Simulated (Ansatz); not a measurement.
# Be2Si, pressure series

The parent structure is Be2Si (space group Fm-3m, No. 225; a = 5.2832 Å; a model cell, its experimental status unchecked).

Cell and atoms are relaxed at each pressure.

The values are results of Ansatz (a first-principles code), r2SCAN, PAW, cutoff 500 eV, spin-orbit coupling left out, not measurements.

| pressure (GPa) | volume per atom (Å³/atom) |
|---|---|
| -2 | 12.543 |
| -1 | ? |
| 0 | 12.289 |
| 1.8 | 12.077 |
| 4.2 | 11.818 |
| 18 | 10.686 |
| 30 | 9.987 |
| 45 | 9.319 |
| 60 | 8.797 |

Problem. Fit the third-order Birch–Murnaghan form P(V) = (3B₀/2)[(V₀/V)^(7/3) − (V₀/V)^(5/3)]·[1 + (3/4)(B₀′ − 4)((V₀/V)^(2/3) − 1)] (squares taken in P) to the rows shown and predict the withheld row.

Solution. Least squares on the printed values gives V₀ = 12.288 Å³/atom, B₀ = 101 GPa, B₀′ = 3.5; this predicts 12.413 Å³/atom, and the run gives 12.413 Å³/atom, in agreement.

Load acts through the strain it causes; cell and atoms are relaxed under it. Whether these cells are dynamically stable was not tested. Competing high-pressure phases were not computed. All final runs are without spin polarisation.
